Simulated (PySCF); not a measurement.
PySCF 2.14.0, PBE0/def2-svp, df: Ti(O)(F)(OMe) (C[O][Ti](=[O])[F]), 8 atoms. The geometry is a generated start, not checked to be a minimum at this level.

```json
{
 "task": "energy",
 "method": "pbe0",
 "basis": "def2-svp",
 "two_electron_scheme": "density fitting",
 "mol.max_memory": "3000 MB",
 "mf.max_cycle": "100",
 "mf.conv_tol": "1e-09 (default)",
 "mf.grids.level": "3 (default)",
 "basis_functions": "102",
 "grid_points": "106872"
}
```

```xyz
8

Ti     0.5438     1.1274     1.1271
O      1.4676     1.6058    -0.0909
F     -0.8908     2.1424     1.1559
O      0.0054    -0.4792     0.7943
C     -0.2337    -0.9984    -0.4985
H      0.1765    -0.3043    -1.2618
H      0.2503    -1.9809    -0.5862
H     -1.3190    -1.1128    -0.6399
```

Charge 0 and multiplicity 1 are set for this test and not shown to be the ground state.

With the defaults (mf.DIIS = CDIIS, mf.diis = true, newton = off, mf.diis_space = 8, mf.damp = 0, mf.diis_start_cycle = 1, mf.init_guess = minao) it converges in 14 Fock builds. One run each on 2 threads, 1 BLAS thread, with these changes:
- newton = Hessian by the SCF's own integrals
- mf.DIIS = EDIIS
- mf.init_guess = 1e
- mf.diis_space = 20
- mf.diis = false
- mf.DIIS = ADIIS
- mf.diis_space = 5
- mf.damp = 0.7, mf.diis_start_cycle = 8
- mf.diis_space = 3

Problem. Which of these changes keep the SCF from converging, or lead it to another solution?

Solution. No convergence: mf.DIIS = EDIIS; mf.diis = false (the run ends without SCF convergence in 100 cycles). The rest reach the solution of the defaults.

```tsv
setting	Fock builds	end
the defaults	14	same solution
mf.diis_space = 20	15	same solution
mf.diis_space = 5	16	same solution
mf.damp = 0.7, mf.diis_start_cycle = 8	17	same solution
mf.init_guess = 1e	19	same solution
mf.DIIS = ADIIS	30	same solution
newton = Hessian by the SCF's own integrals	44	same solution
mf.diis_space = 3	57	same solution
mf.DIIS = EDIIS	101	no convergence
mf.diis = false	101	no convergence
```

Under newton the count holds the products with the orbital Hessian.
